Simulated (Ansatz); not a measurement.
Start from PtGe (space group Pnma, No. 62; a = 5.7718 Å, b = 3.7130 Å, c = 6.1288 Å).

All numbers come from r2SCAN (Ansatz, a first-principles code), no spin-orbit coupling.

Before the change:

```
Property                          Value
-----------------------------  --------
Band gap                           zero
Shortest interatomic distance  248.0 pm
```

Now apply this change: full substitution Pt → Pd, then cell and atoms are relaxed.

Tabulated Pauling electronegativity and covalent radius: Pt 2.28, 1.36 Å; Pd 2.20, 1.39 Å.

Question: Estimate the effect on the band gap and shortest interatomic distance.

Answer: The band gap remains zero; the shortest interatomic distance goes up by 1.4 pm to 249.4 pm.

No phonon test of stability was made. The final runs are not spin-polarised.
